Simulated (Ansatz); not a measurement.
## TiC, response to strain

Base system: TiC in the rock salt structure (space group Fm-3m, No. 225; a = 4.3331 Å; relaxed with 0.1 eV smearing).

Strains are applied to the cell and any free atomic positions relax.

Computed with PBE, PAW, 420 eV (Ansatz, a program for electronic structure; without spin-orbit coupling).

Candidates:
(a) isotropic strain +0.50 %
(b) isotropic strain −1.50 %
(c) isotropic strain +2.00 %
(d) isotropic strain −2.50 %
(e) isotropic strain +1.50 %

Notes on the quantities. energy relative to the base: free energy F.

Order them by energy relative to the base, highest first.

(d) isotropic strain −2.50 % (+48 meV/atom), (c) isotropic strain +2.00 % (+27 meV/atom), (b) isotropic strain −1.50 % (+17 meV/atom), (e) isotropic strain +1.50 % (+15 meV/atom), (a) isotropic strain +0.50 % (+1.8 meV/atom)

No phonon test of stability was made. All final runs are without spin polarisation.
